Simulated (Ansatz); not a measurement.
Base system: AlAs in the wurtzite structure (space group P6_3mc, No. 186; a = 4.003 Å, c = 6.581 Å; a model cell, its experimental status unchecked). Axes: x lies along a and z along c of the hexagonal cell.

Perturbation: tensile biaxial strain of 1.47 % in the plane normal to [001], as in epitaxy on a mismatched substrate; the out-of-plane cell vector and the atoms relax.

Levels (all Ansatz, a first-principles code, PAW): PBEsol (420 eV, no SOC); HSE06 (420 eV, spin-orbit coupling left out).

The geometry is relaxed with PBEsol.

- PBEsol band gap: 1.44 eV

### Question
How does going to HSE06 change the band gap?

### Answer
The band gap grows by 0.80 eV to 2.24 eV.

Single points use the geometry relaxed with PBEsol. Whether these cells are dynamically stable was not tested. This is not the structure that AlAs has at room temperature and ambient pressure.
